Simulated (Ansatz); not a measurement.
La2SiO5 (C2/c, No. 15, 32 atoms in the cell; start mp-752717) was calculated with LDA in Ansatz (plane waves, PAW).

Run with plane-wave cutoff 520 eV, 6×6×4 k mesh (along the axes of the cell as run), Fermi–Dirac smearing 0.01 eV, scalar-relativistic PAW data made under PBE.

Cell (relaxed with PBEsol):

```cif
data_La8O20Si4
_chemical_formula_sum 'La8 Si4 O20'
_space_group_name_H-M_alt 'P 1'
_space_group_IT_number 1
_cell_length_a 8.18699
_cell_length_b 8.18699
_cell_length_c 10.98570
_cell_angle_alpha 118.273
_cell_angle_beta 118.273
_cell_angle_gamma 50.693
loop_
_space_group_symop_operation_xyz
  'x, y, z'
loop_
_atom_site_label
_atom_site_type_symbol
_atom_site_fract_x
_atom_site_fract_y
_atom_site_fract_z
_atom_site_occupancy
La1 La 0.23033 0.47896 0.66888 1
La2 La 0.76967 0.52104 0.33112 1
La3 La 0.52104 0.76967 0.83112 1
La4 La 0.47896 0.23033 0.16888 1
La5 La 0.78534 0.28730 0.96213 1
La6 La 0.21466 0.71270 0.03787 1
La7 La 0.71270 0.21466 0.53787 1
La8 La 0.28730 0.78534 0.46213 1
Si1 Si 0.26356 0.09437 0.31278 1
Si2 Si 0.73644 0.90563 0.68722 1
Si3 Si 0.90563 0.73644 0.18722 1
Si4 Si 0.09437 0.26356 0.81278 1
O1 O 0.07986 0.11045 0.15746 1
O2 O 0.92014 0.88955 0.84254 1
O3 O 0.88955 0.92014 0.34254 1
O4 O 0.11045 0.07986 0.65746 1
O5 O 0.86491 0.75100 0.55958 1
O6 O 0.13509 0.24900 0.44042 1
O7 O 0.24900 0.13509 0.94042 1
O8 O 0.75100 0.86491 0.05958 1
O9 O 0.60126 0.16388 0.68757 1
O10 O 0.39874 0.83612 0.31243 1
O11 O 0.83612 0.39874 0.81243 1
O12 O 0.16388 0.60126 0.18757 1
O13 O 0.83665 0.57471 0.16494 1
O14 O 0.16335 0.42529 0.83506 1
O15 O 0.42529 0.16335 0.33506 1
O16 O 0.57471 0.83665 0.66494 1
O17 O 0.42780 0.60498 0.89464 1
O18 O 0.57220 0.39502 0.10536 1
O19 O 0.39502 0.57220 0.60536 1
O20 O 0.60498 0.42780 0.39464 1
```

Question: What does this level give for the band gap?

Answer: 
- band gap = 4.49 eV

Note: cell and atoms aren't relaxed at this level (largest force component 0.20 eV/Å, pressure -3.7 GPa).

Spin–orbit coupling is not included.

The result took roughly 21 core-minutes.

A start named mp-… is a Materials Project structure, which need not be a measured phase.

Ansatz is a program for electronic structure.
